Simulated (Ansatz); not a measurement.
VN, pressure series

The parent structure is VN in the rock salt structure (space group Fm-3m, No. 225; a = 4.117 Å).

Cell and atoms are relaxed at each pressure.

Computed with Ansatz (a program for electronic structure), PBE, PAW, cutoff 420 eV, without spin-orbit coupling.

```tsv
P (GPa)	V (Å³/atom)
-1.98	8.778
-0.98	8.749
0.30	8.713
0.69	8.702
1.49	8.681
2.98	8.641
5.00	8.588
7.50	8.526
10.00	8.465
```

Fit a third-order Birch–Murnaghan equation of state.

Least squares on P(V) = (3B₀/2)[(V₀/V)^(7/3) − (V₀/V)^(5/3)]·[1 + (3/4)(B₀′ − 4)((V₀/V)^(2/3) − 1)] gives V₀ = 8.72 Å³/atom, B₀ = 314 GPa and B₀′ = 4.3.

Load acts through the strain it causes; cell and atoms are relaxed under it. Stability against distortions was not tested. Competing high-pressure phases were not computed. Seeded moments were not kept for the base. The final runs are not spin-polarised.
